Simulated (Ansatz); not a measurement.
### Question
Name crystals whose band gap lies between 0.58 and 0.9 eV and whose electron conductivity mass lies between 0.182 and 0.28 mₑ, by PBEsol, rigid bands run with Ansatz (an electronic-structure program).

### Answer
Many crystals can fit; among those computed here:
- CsAu (Pm-3m): 0.79 eV, 0.23 mₑ
- AgCl (Fm-3m): 0.73 eV, 0.26 mₑ

Masses are for dilute carriers at 300 K, harmonic means over directions unless an axis is named. Spin-orbit coupling is left out.

Formula and space group known from diffraction (Crystallography Open Database), not checked to be the room-temperature form: CsAu (Pm-3m). The missing spin-orbit coupling matters most for CsAu (Pm-3m).
